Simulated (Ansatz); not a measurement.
# A computed series for TaSi2: point defects

The parent structure is a 9-atom supercell of TaSi₂ (space group P6_222, No. 180; a = 4.760 Å, c = 6.562 Å) at its relaxed geometry.

One neutral defect a cell, atoms relaxed at fixed cell.

All numbers come from Kohn–Sham DFT with the PBEsol functional, run in Ansatz (a quantum-chemistry and plane-wave program) with PAW and 420 eV plane waves, spin-orbit coupling left out, earlier PAW set.

```csv
variant,largest displacement of a host atom from its site in the perfect cell,pressure
perfect supercell,–,0.0 GPa
"H interstitial (started 1.71 Å from the nearest host atom), symmetric start",0.11 Å,4.3 GPa
"Ta vacancy, symmetric start",0.38 Å,-5.1 GPa
"Ta interstitial (started 1.71 Å from the nearest host atom), symmetric start",0.52 Å,55.7 GPa
"Ta on a Si site (antisite), symmetric start",0.12 Å,12.4 GPa
Si on a Ta site (antisite),?,-0.1 GPa
```

Problem. What belongs in the blanks?

Solution. 
- Si on a Ta site (antisite), largest displacement of a host atom from its site in the perfect cell: 0.46 Å

In so small a cell the defect repeats every few ångströms: this is an ordered compound, not a dilute defect. Defects with a symmetric start kept the site's symmetry and may sit on a saddle; the others started slightly shaken. All final runs are without spin polarisation. An odd electron count without spin: TaSi2.
